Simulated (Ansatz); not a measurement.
# SnSe2 under a change: uniaxial stress, 1 GPa tension along z

The parent structure is SnSe2 in the CdI2 type structure (space group P-3m1, No. 164; a = 3.826 Å, c = 6.231 Å; layered, stacked along the Cartesian z axis). Axes: x lies along a and z along c of the hexagonal cell.

The change: uniaxial stress, 1 GPa tension along z, with the cell and atoms free to relax against it.

Level of theory: r2SCAN+rVV10 (Ansatz, a program for electronic structure, PAW, without spin-orbit coupling). Γ-centred 10×10×6 mesh, Fermi–Dirac width 0.05 eV.

```csv
quantity,base,changed,shift
space group,P-3m1 (No. 164),P-3m1 (No. 164),–
shortest interatomic distance,271.3 pm,271.3 pm,-0.05 pm
energy relative to the base (free energy F),0 meV/atom,+5.3 meV/atom,+5.3 meV/atom
band gap,0.94 eV,0.95 eV,+0.01 eV
gap character,"indirect, K–Γ (71 % along) → k = (0, -1/2, 1/3) in the run's primitive reciprocal basis","indirect, k = (0, 0.100, -0.167) in the run's primitive reciprocal basis → L",–
smallest direct gap,1.49 eV,1.42 eV,-0.07 eV
width of the top valence band,1.56 eV,1.32 eV,-0.24 eV
"strain response (xx, yy, zz)",–,"(−0.34, −0.34, +5.73) %",–
```

Beyond what the load breaks, stability against distortions was not tested.
